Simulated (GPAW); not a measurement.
A self-consistent single point of ZrBeB (P-6m2, 3 atoms in the cell) with GPAW.

Method: PBEsol, GPAW PAW datasets PBEsol (made by gpaw-setup) (plane waves; GPAW).

The change in words: lattice scaled by 0.98. Reference geometry:
```
CELL_PARAMETERS angstrom
      3.41327     0.00000     0.00000
     -1.70663     2.95598     0.00000
      0.00000     0.00000     3.49602
ATOMIC_POSITIONS crystal
  Zr 0.00000 0.00000 0.00000
  Be 0.33333 0.66667 0.50000
  B  0.66667 0.33333 0.50000
```

Reference input (self-consistent single point, DFT PBEsol, plane waves, GPAW PAW datasets PBEsol (made by gpaw-setup)): mode = pw; ecut = 900 eV; xc = PBEsol; kpts = 11 11 9; mesh shift (steps) = 0 0 0; occupations.name = methfessel-paxton; occupations.width = 0.1 eV; occupations.order = 0; nbands = -9; symmetry.symmorphic = false; symmetry.tolerance = 0.0005; maxiter = 100. This run's input differs from it in these lines:

```diff
@@ -5,8 +5,8 @@
 atoms = Atoms(['Zr', 'Be', 'B'],
-              cell=[[3.413270, 0.000000, 0.000000],
-                    [-1.706635, 2.955979, 0.000000],
-                    [0.000000, 0.000000, 3.496020]],
+              cell=[[3.345005, 0.000000, 0.000000],
+                    [-1.672502, 2.896859, 0.000000],
+                    [0.000000, 0.000000, 3.426100]],
               positions=[[0.000000, 0.000000, 0.000000],
-                         [-0.000002, 1.970654, 1.748010],
-                         [1.706637, 0.985325, 1.748010]],
+                         [-0.000001, 1.931240, 1.713050],
+                         [1.672504, 0.965619, 1.713050]],
               pbc=True)
```

Log, with long lists cut:

```
     iter     time        total  log10-change:
                         energy   eigst   dens
iter:   1 --:--:--   -22.282525
iter:   2 --:--:--   -21.918135   -1.10  -0.95
iter:   3 --:--:--   -20.850348   -0.86  -1.02
iter:   4 --:--:--   -20.855807   -2.25  -1.60
iter:   5 --:--:--   -20.866746   -2.22  -1.62
iter:   6 --:--:--   -20.863898   -3.76  -2.16
iter:   7 --:--:--   -20.866894c  -3.02  -2.17
iter:   8 --:--:--   -20.866338c  -4.34  -2.71
iter:   9 --:--:--   -20.866338c  -5.57  -3.30
iter:  10 --:--:--   -20.866328c  -5.31  -3.37
iter:  11 --:--:--   -20.866327c  -6.96  -4.02c
iter:  12 --:--:--   -20.866327c  -7.87c -4.11c
Converged after 12 iterations.

Dipole moment: (-0.149304, 0.086201, -0.000000) |e|*Ang

Energy contributions relative to reference atoms: (reference = -98899.234763)

Kinetic:        +20.228221
Potential:      -17.727235
External:        +0.000000
XC:             -23.755803
Entropy (-ST):   -0.007444
Local:           +0.392211
SIC:             +0.000000
--------------------------
Free energy:    -20.870049
Extrapolated:   -20.866327

Showing only first 2 kpts
 Kpt  Band  Eigenvalues  Occupancy
  0     6      8.39474    2.00000
  0     7      8.39477    2.00000
  0     8      9.97712    0.00000
  0     9     13.55473    0.00000

  1     6      8.52448    2.00000
  1     7      8.52450    2.00000
  1     8     10.42295    0.00000
  1     9     12.80884    0.00000

Fermi level: 9.23020

No gap
No difference between direct/indirect transitions
Energy (eV): -20.866327

Forces in eV/Ang:
  0 Zr   -0.00000   -0.00000    0.00000
  1 Be   -0.00000    0.00000    0.00000
  2 B    -0.00000   -0.00000    0.00000

Stress tensor:
    -0.046510     0.000000     0.000000
     0.000000    -0.046510     0.000000
     0.000000     0.000000    -0.034671
Stress (GPa, Voigt): [-7.4517 -7.4517 -5.5549  0.      0.      0.    ]
```

The run converged in 12 iterations. GPAW prints stress with tension positive. Against the reference run the free energy goes up by 4.5 meV/atom.

At such cutoffs GPAW's stress carries a finite-basis (Pulay) error, which enters relaxed cells too; its log prints stress with tension positive.

The starting cell comes from a database of computed structures (which also holds hypothetical and non-ambient phases and stackings), without a prior relaxation at this level. For this run, on top of that: lattice scaled by 0.98.
